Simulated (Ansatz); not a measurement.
# BN in the wurtzite structure (space group P6_3mc, No. 186)

```
CELL_PARAMETERS angstrom
      2.54100     0.00000     0.00000
     -1.27050     2.20057     0.00000
      0.00000     0.00000     4.20330
ATOMIC_POSITIONS crystal
  B  0.33333 0.66667 0.00027
  B  0.66667 0.33333 0.50027
  N  0.33333 0.66667 0.37473
  N  0.66667 0.33333 0.87473
```

Calculations: plane-wave PAW DFT at the PBEsol level (Ansatz, an electronic-structure program, 420 eV), no SOC. k-mesh 15×15×8 (Γ-centred); smearing 0.05 eV (Fermi–Dirac).

| Quantity | Result |
|---|---|
| Volume per atom | 5.88 Å³ |
| Density | 3.51 g/cm³ |
| Band gap | 4.96 eV, indirect, Γ → K |
| Electron mass | 0.30 mₑ along c, 0.50 mₑ across |
| Total energy | -266.901 eV/atom (σ→0; compares only within this code and set-up) |

Masses are band curvatures over ±0.01 Å⁻¹ around the edge. Stability against distortions was not tested.
